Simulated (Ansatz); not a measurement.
We consider cubic perovskite BaZrO3, described by r²SCAN+SOC (PAW; Ansatz, a quantum-chemistry and plane-wave program).

Run with plane-wave cutoff 560 eV, 8×8×8 k mesh, Fermi–Dirac smearing 0.01 eV, PAW data made under PBE.

The volume scan:

```tsv
V (Å³/atom)	E − E_lowest (meV/atom)	P (GPa)
13.979	30.49	11.57
14.276	13.06	7.29
14.573	3.15	3.45
14.871	0.00	0.00
15.168	2.91	-3.10
15.466	11.30	-5.88
15.763	24.57	-8.38
```

Question: Fit the third-order Birch–Murnaghan equation and give B0 and B′.

Answer: V0 = 14.871 Å³/atom, B0 = 163 GPa, B′ = 4.4 (fit to the energies at full precision).

Measured, for comparison: bulk modulus 189 GPa (temperature not stated, not corrected to a static lattice; as tabulated in Sepliarsky et al. (2023), arXiv:2212.03924); equilibrium volume per atom 14.72 Å³/atom (temperature not stated, not corrected to a static lattice; as tabulated in Evaestov et al. (2010), arXiv:1010.1170). Computed (rounded) less measured: bulk modulus -14 %, equilibrium volume per atom +1.0 %.

The computed numbers hold no vibrational or temperature effects.
